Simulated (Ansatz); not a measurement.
For Y₅Ge₃ (P6₃/mcm, No. 193; structure not from a measured cell), PBEsol (PAW; Ansatz, a program for electronic structure) gives:

| Property | Result |
|---|---|
| equilibrium lattice constant a | 8.421 Å |
| c axis length | 6.335 Å |

**Question.** What does r²SCAN+rVV10 in Ansatz (plane waves, PAW) give for the same quantities?

**Answer.** 
- lattice constant a: 8.475 Å (grows by 0.6 %)
- lattice parameter c: 6.409 Å (goes up by 1.2 %)

Changes are worked out from the printed values.

Unless a cell is named, each level is at its own relaxed cell (PBEsol 24.31, r²SCAN+rVV10 24.92 Å³/atom).

Caveats: the relaxation could not lower the start's symmetry, so the cell can be a saddle point above a distorted one (PBEsol, r²SCAN+rVV10). Ansatz's density-functional and Hartree–Fock values are scalar-relativistic unless marked +SOC, with PAW data made under PBE.
